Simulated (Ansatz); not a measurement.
Take MoSi$_{2}$ (space group I4/mmm, No. 139; a = 3.2168 Å, c = 7.8746 Å; relaxed with 0.1 eV smearing) as the base. Axes: x, y, z lie along a, b, c of the conventional cell.

Method: Kohn–Sham DFT with the PBE functional, run in Ansatz (a first-principles code) with PAW and 420 eV plane waves, no SOC.

Before the change:

- Pressure = 0.0 GPa

Now apply this change: biaxial strain −1.50 %, plane normal [001], relaxed out of plane (Cartesian); in-plane vectors clamped, the third vector and the atoms free.

Task: Estimate the effect on the energy relative to the base, ratio −ε⊥/ε∥ and pressure.

Result: The energy grows by 9.3 meV/atom; the ratio −ε⊥/ε∥ amounts to 0.39; the pressure (mean of the normal stresses, compression positive) goes from zero to 5.0 GPa.

Stability against distortions was not tested. The final runs are not spin-polarised.
